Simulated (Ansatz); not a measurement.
## What pressure 75 GPa does to La

Base system: La (space group P6_3/mmc, No. 194; a = 3.661 Å, c = 11.718 Å).

One thing is altered: a hydrostatic pressure of 75 GPa.

Calculations: PBEsol (Ansatz, a first-principles code), no spin-orbit coupling, earlier PAW set. k-mesh 15×15×4 (Γ-centred); smearing 0.05 eV (Fermi–Dirac).

The volume per atom decreases by 17.06 Å³, from 34.01 Å³ to 16.95 Å³ and the density increases by 6.83 g/cm³, from 6.78 g/cm³ to 13.61 g/cm³. The lattice parameter a falls by 0.781 Å to 2.880 Å and the c/a ratio increases by 0.075, from 3.201 to 3.276. The shortest interatomic distance shrinks by 0.732 Å, from 3.612 Å to 2.880 Å and the band gap remains zero.

Final structure:

```
La
1.0
    2.88030     0.00000     0.00000
   -1.44015     2.49442     0.00000
    0.00000     0.00000     9.43561
La
4
Direct
  0.00000   0.00000   0.00000
  0.00000   0.00000   0.50000
  0.33333   0.66667   0.25000
  0.66667   0.33333   0.75000
```

Load acts through the strain it causes; cell and atoms are relaxed under it. No phonon test of stability was made. Competing high-pressure phases were not computed.
